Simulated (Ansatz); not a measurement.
Start from HgTe in the zinc blende structure (space group F-43m, No. 216; a = 6.651 Å).

The values are results of Ansatz (a first-principles code), PBE, PAW, cutoff 420 eV, spin-orbit coupling left out, not measurements.

Base values:

| Quantity | Value |
|---|---|
| Pressure | 0.0 GPa |
| Band gap | zero |

The change: an isotropic linear strain of −2.00 %; the atoms relax in the strained cell.

### Question
Predict the new energy relative to the base, pressure and band gap.

### Answer
The energy increases by 15 meV/atom; the pressure goes from zero to 2.4 GPa; the band gap is still zero.

With Hg and Te present, leaving out spin-orbit coupling can change the band edges. Stability against distortions was not tested. The final runs are not spin-polarised. The zero or small gap of HgTe can change with the level of theory.
